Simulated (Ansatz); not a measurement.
YPb3 (Pm-3m), PBEsol, DFPT electron-phonon coupling, linearised Boltzmann equation in Ansatz (a first-principles code): phonon-limited resistivity 24.2 μΩ·cm at 300 K, 32.4 μΩ·cm at 400 K, current-weighted mean free path 4.8 nm, Drude plasma energy 6.80 eV.

Question: What is the classical skin depth at 100 GHz (nonmagnetic, μ₀ = 1.257×10⁻⁶ H/m)?

Answer: δ = √(ρ/(π f μ₀)) = 783 nm.

Question: What Drude relaxation time do resistivity and plasma energy imply?

Answer: ω_p = 1.03e16 s⁻¹, so τ = 1/(ε₀ ω_p² ρ) = 4.37 fs, a damping ħ/τ of 151 meV.

Question: What temperature coefficient of resistance follows, and how does it compare with 1/T?

Answer: (ρ₄₀₀ − ρ₃₀₀)/(100 K × ρ₃₀₀) = 3.39×10⁻³ K⁻¹, against 1/T = 3.33×10⁻³ K⁻¹ for a resistivity proportional to T. Impurities would add a constant and lower it.

A metal at this level (no band gap). Only scattering by harmonic phonons is included (no impurities, grain boundaries, electron-electron scattering or thermal expansion). Spin-orbit coupling is left out, which matters with elements this heavy. The squared frequency of the phonon mode least converged on the k mesh is uncertain by about 11 %. Halving the electron mesh (20x20x20) moves the resistivity by up to 1 % at 300 K, the mean free path by up to 10 %. Smearing 0.20 eV; phonons on a 3x3x3 q mesh, which this run doesn't test.

Formula and space group known from diffraction (Crystallography Open Database), not checked to be the room-temperature form: YPb3 (Pm-3m).
